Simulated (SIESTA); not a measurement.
**Worked example: self-consistent single point of Br (Cmce, 4 atoms in the cell) in SIESTA**

Method: SIESTA 5.4.2 with GGA PBE, numerical atomic orbitals DZP, PseudoDojo PBE standard norm-conserving potentials (rewritten from UPF to PSML).

Input as run:

```
# files in the folder: Br.psml (PseudoDojo PBE standard)
SystemName  Br
SystemLabel siesta

NumberOfAtoms                4
NumberOfSpecies              1
%block ChemicalSpeciesLabel
  1 35 Br
%endblock ChemicalSpeciesLabel
LatticeConstant              1.0 Bohr
%block LatticeVectors
     4.220287560   -6.283329916   -0.000000000
     4.220287560    6.283329916    0.000000000
     0.000000000    0.000000000   16.428976571
%endblock LatticeVectors
AtomicCoordinatesFormat      Bohr
%block AtomicCoordinatesAndAtomicSpecies
     7.267335178   -0.000000000   14.605360172  1
     5.393527501   -0.000000000    6.390871886  1
     3.047047618   -0.000000000   10.038104685  1
     1.173239942    0.000000000    1.823616399  1
%endblock AtomicCoordinatesAndAtomicSpecies

XC.functional                GGA
XC.authors                   PBE
PAO.BasisSize                DZP
PAO.EnergyShift              0.005 Ry
MeshCutoff                   400 Ry
%block kgrid.MonkhorstPack
    6   0   0  0.0
    0   6   0  0.0
    0   0   2  0.0
%endblock kgrid.MonkhorstPack
OccupationFunction           FD
ElectronicTemperature        0.02 eV

MaxSCFIterations             150
SCF.Mixer.Method             Broyden
SCF.Mixer.Weight             0.2
SCF.Mixer.History            6
SCF.DM.Tolerance             1.0E-05
Diag.ParallelOverK           true
WriteForces                  true
```

Output, abridged:

```
reinit: Reading from file input.fdf

reinit: System Name: Br
reinit: System Label: siesta

coor:   Atomic-coordinates input format  =     Cartesian coordinates
coor:                                            (in Bohr units)

siesta: Atomic coordinates (Bohr) and species
siesta:      7.26734  -0.00000  14.60536  1        1
siesta:      5.39353  -0.00000   6.39087  1        2
siesta:      3.04705  -0.00000  10.03810  1        3
siesta:      1.17324   0.00000   1.82362  1        4

siesta: System type = bulk

initatomlists: Number of atoms, orbitals, and projectors:      4    52    72

siesta: ******************** Simulation parameters ****************************
redata: Spin configuration                          = none
redata: Time-Reversal Symmetry                      = T
redata: Number of Atomic Species                    =        1
redata: Mesh Cutoff                                 =   400.0000 Ry
redata: Net charge of the system                    =     0.0000 |e|
redata: Min. number of SCF Iter                     =        0
redata: Max. number of SCF Iter                     =      150
redata: SCF convergence failure will abort job
redata: SCF mix quantity                            = Hamiltonian
redata: Mix DM or H after convergence               =   F
redata: Recompute H after scf cycle                 =   F
redata: Mix DM in first SCF step                    =   T
redata: No kicks to SCF
redata: DM Mixing Weight for Kicks                  =     0.5000
redata: Require Harris convergence for SCF          =   F
redata: Harris energy tolerance for SCF             =     0.000100 eV
redata: Require DM convergence for SCF              =   T
redata: DM tolerance for SCF                        =     0.000010
redata: Require EDM convergence for SCF             =   F
redata: EDM tolerance for SCF                       =     0.001000 eV
redata: Require H convergence for SCF               =   T
redata: Hamiltonian tolerance for SCF               =     0.001000 eV
redata: Require (free) Energy convergence for SCF   =   F
redata: (free) Energy tolerance for SCF             =     0.000100 eV
redata: Using DFT-D3 dispersion                     =   F
redata: Using Saved Data (generic)                  =   F
redata: Method of Calculation                       = Diagonalization
redata: Electronic Temperature                      =   232.0904 K
redata: Number of TDED substeps                     =        3
redata: Dynamics option                             = Single-point calculation
redata: Save all siesta data in one NC              =   F
redata: ***********************************************************************

%block SCF.Mixers
  Broyden
%endblock SCF.Mixers

%block SCF.Mixer.Broyden
  # Mixing method
  method broyden

  # Mixing options
  weight 0.2000
  weight.linear 0.2000
  weight.prime 0.2000
  history 6
%endblock SCF.Mixer.Broyden

DM_history_depth set to one: no extrapolation allowed by default for geometry relaxation
Size of DM history Fstack: 1
Total number of electrons:    28.000000
Total ionic charge:    28.000000

* ProcessorY, Blocksize:    1  53

* Orbital distribution balance (max,min):    52    52

k-point displ. along   1 input, could be:     0.00    0.50
k-point displ. along   2 input, could be:     0.00    0.50
k-point displ. along   3 input, could be:     0.00    0.50
 Kpoints in:           48 . Kpoints trimmed:           46

siesta: k-grid: Number of k-points = 46
siesta: k-points from Monkhorst-Pack grid
siesta: k-cutoff (effective) =     8.694 Ang
siesta: k-point supercell and displacements
siesta: k-grid:     6     0     0      0.000
siesta: k-grid:     0     6     0      0.000
siesta: k-grid:     0     0     2      0.000

diag: Algorithm                                     = D&C
diag: Parallel over k                               =   F
diag: Use parallel 2D distribution                  =   F
diag: Parallel block-size                           = 53
diag: Parallel distribution                         =     1 x     1
diag: Used triangular part                          = Lower
diag: Absolute tolerance                            =  0.100E-15
diag: Orthogonalization factor                      =  0.100E-05
diag: Memory factor                                 =  1.0000

superc: Internal auxiliary supercell:     5 x     5 x     3  =      75
superc: Number of atoms, orbitals, and projectors:    300   3900   5400

                        Single-point calculation

superc: Internal auxiliary supercell:     5 x     5 x     3  =      75
superc: Number of atoms, orbitals, and projectors:    300   3900   5400

outcell: Unit cell vectors (Ang):
        2.233280   -3.324995   -0.000000
        2.233280    3.324995    0.000000
        0.000000    0.000000    8.693840

outcell: Cell vector modules (Ang)   :    4.005388    4.005388    8.693840
outcell: Cell angles (23,13,12) (deg):     90.0000     90.0000    112.2243
outcell: Cell volume (Ang**3)        :    129.1147
new_DM -- step:     1
Initializing Density Matrix...

Attempting to read DM from file... Failed...
DM filled with atomic data:

InitMesh: MESH = 48 x 48 x 108 = 248832
InitMesh: Mesh cutoff (required, used) =   400.000   426.507 Ry

stepf: Fermi-Dirac step function

        iscf     Eharris(eV)        E_KS(eV)     FreeEng(eV)     dDmax    Ef(eV) dHmax(eV)
   scf:    1    -1707.402725    -1710.631463    -1710.631463  0.615364 -4.086863  1.150026
   scf:    2    -1710.894287    -1710.769154    -1710.769154  0.031503 -4.261939  0.816794
   scf:    3    -1710.955460    -1710.881782    -1710.881782  0.062233 -4.622958  0.132328
   scf:    4    -1710.898381    -1710.891354    -1710.891354  0.014928 -4.670242  0.027095
   scf:    5    -1710.891869    -1710.891626    -1710.891626  0.001725 -4.670106  0.013875
   scf:    6    -1710.891731    -1710.891685    -1710.891685  0.001530 -4.668993  0.003014
   [... 2 lines left out ...]
   scf:    9    -1710.891688    -1710.891688    -1710.891688  0.000090 -4.668646  0.000493
   scf:   10    -1710.891688    -1710.891688    -1710.891688  0.000049 -4.668629  0.000303
   scf:   11    -1710.891688    -1710.891688    -1710.891688  0.000027 -4.668637  0.000242
   scf:   12    -1710.891688    -1710.891688    -1710.891688  0.000017 -4.668648  0.000194
   scf:   13    -1710.891688    -1710.891688    -1710.891688  0.000010 -4.668661  0.000157

SCF Convergence by DM+H criterion
max |DM_out - DM_in|         :     0.0000095430
max |H_out - H_in|      (eV) :     0.0001567623
SCF cycle converged after 13 iterations

Using DM_out to compute the final energy and forces

siesta: E_KS(eV) =            -1710.8917

siesta: E_KS - E_eggbox =     -1710.8917

siesta: Atomic forces (eV/Ang):
     1   -0.697898    0.000000   -1.246068
     2    0.697898   -0.000000   -1.246068
     3   -0.697898    0.000000    1.246068
     4    0.697898   -0.000000    1.246068
   Tot    0.000000    0.000000   -0.000000
   Max    1.246068
   Res    0.824570    sqrt( Sum f_i^2 / 3N )
   Max    1.246068    constrained

Stress tensor Voigt[x,y,z,yz,xz,xy] (kbar):      -12.34       -1.60      -40.21        0.00       -0.00       -0.00
(Free)E + p*V (eV/cell)    -1709.4370
Target enthalpy (eV/cell)    -1710.8917

siesta: Program's energy decomposition (eV):
siesta: Ebs     =      -320.714385
siesta: Eions   =      2789.382330
siesta: Ena     =       913.059574
siesta: Ekin    =       477.520018
siesta: Enl     =       237.860254
siesta: Eso     =         0.000000
siesta: Edftu   =         0.000000
siesta: DEna    =        10.932865
siesta: DUscf   =         1.226815
siesta: DUext   =         0.000000
siesta: Ex      =      -517.291179
siesta: Ec      =       -44.817705
siesta: Exc     =      -562.108884
siesta: Eharris =     -1710.891688
siesta: Etot    =     -1710.891688
siesta: FreeEng =     -1710.891688

siesta: Atomic forces (eV/Ang):
siesta:      1   -0.697898    0.000000   -1.246068
siesta:      2    0.697898   -0.000000   -1.246068
siesta:      3   -0.697898    0.000000    1.246068
siesta:      4    0.697898   -0.000000    1.246068
siesta: ----------------------------------------
siesta:    Tot    0.000000    0.000000   -0.000000

siesta: Stress tensor (static) (eV/Ang**3):
siesta:    -0.007705   -0.000000   -0.000000
siesta:    -0.000000   -0.001000   -0.000000
siesta:    -0.000000    0.000000   -0.025095

siesta: Cell volume =        129.114736 Ang**3

siesta: Pressure (static):
siesta:                Solid            Molecule  Units
siesta:           0.00012271          0.00033099  Ry/Bohr**3
siesta:           0.01126675          0.03038992  eV/Ang**3
siesta:          18.05133036         48.69002466  kBar
```

The run converged in 13 iterations.

The starting cell has typed, rounded lattice constants, without a prior relaxation at this level. Its lattice was rescaled by up to half a per cent. Values carry the incompleteness of an atom-centred basis. Forces in this geometry exceed 1 eV/Å.
